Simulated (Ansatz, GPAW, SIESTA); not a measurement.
# One structure in several programs: SrSi3Ni (I4mm, 5 atoms in the cell)

Self-consistent single point, at a second geometry (lattice scaled by 0.98). First geometry:

```xyz
5
Lattice="-2.0492 2.0492 4.8042 2.0492 -2.0492 4.8042 2.0492 2.0492 -4.8042" Properties=species:S:1:pos:R:3 pbc="T T T"
Sr     0.0000     0.0000     5.7545
Si     0.0000     0.0000     0.0201
Si     2.0492     0.0000     3.3626
Si     0.0000     2.0492     3.3626
Ni     0.0000     0.0000     2.3520
```

Shared settings, as Ansatz (a quantum-chemistry and plane-wave program) writes them: kpoints.mp_grid.grid = 10 10 10; scf.occupations.method = gaussian; scf.occupations.width = 0.0037 Ry. Potentials and cutoffs stand in the table.

```csv
code,model,ΔF from the first geometry (meV/atom),pressure (GPa),largest force (eV/Å),cutoff
GPAW,"LDA (Perdew-Wang 92), GPAW PAW datasets LDA (gpaw-data 1.0.1)",31.6,9.53,0.478,850 eV
SIESTA,"LDA PW92, numerical atomic orbitals DZP, PseudoDojo LDA standard norm-conserving potentials (rewritten from UPF to PSML)",68.9,16.19,0.418,grid 400 Ry
Ansatz,"LDA (PW92), PAW files made with PBE",26.4,8.51,0.476,default
```

Size of the force on each atom (eV/Å): Sizes of forces hide their directions.

```tsv
code	Sr1	Si2	Si3	Si4	Ni5
GPAW	0.026	0.478	0.017	0.017	0.417
SIESTA	0.305	0.166	0.027	0.027	0.418
Ansatz	0.037	0.476	0.029	0.029	0.380
```

On Ansatz's run: spin polarisation is off.

The spread over the programs that give each value: ΔF from the first geometry within 42.5 meV/atom; pressure within 7.68 GPa; largest force within 0.060 eV/Å.

SIESTA uses small atom-centred bases, whose incompleteness enters pressures, forces and empty levels differently from a plane-wave cutoff. Ansatz's pressure is given at a fixed set of plane waves, as the other plane-wave codes print theirs. In the pressure, SIESTA (by 7.17) lies more than 1 GPa from the median of the plane-wave programs. In the force vectors, SIESTA (by 0.337) lies more than 0.08 eV/Å from the median of the plane-wave programs.

The starting cell comes from a database of computed structures (which also holds hypothetical and non-ambient phases and stackings), without a prior relaxation at this level. Its lattice was rescaled by a random factor within 2.5 % of one. For this run, on top of that: lattice scaled by 0.98.

Keys are those of Ansatz 0.2.
